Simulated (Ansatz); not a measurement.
The parent structure is WC (space group Pm-3m, No. 221; a = 4.185 Å; a hypothetical phase, not in the database extracts checked).

Calculations: PBEsol, PAW, 420 eV (Ansatz, a quantum-chemistry and plane-wave program; no spin-orbit coupling).

For the base:

The pressure comes out as 0.0 GPa.

It is then changed as follows: an isotropic linear strain of +0.54 %, atoms relaxed at fixed cell.

### Question
What happens to the energy relative to the base?

### Answer
The energy increases by 3.0 meV/atom.

### Question
Predict the new pressure.

### Answer
The pressure goes from zero to -4.8 GPa.

Whether these cells are dynamically stable was not tested. The final runs are not spin-polarised.
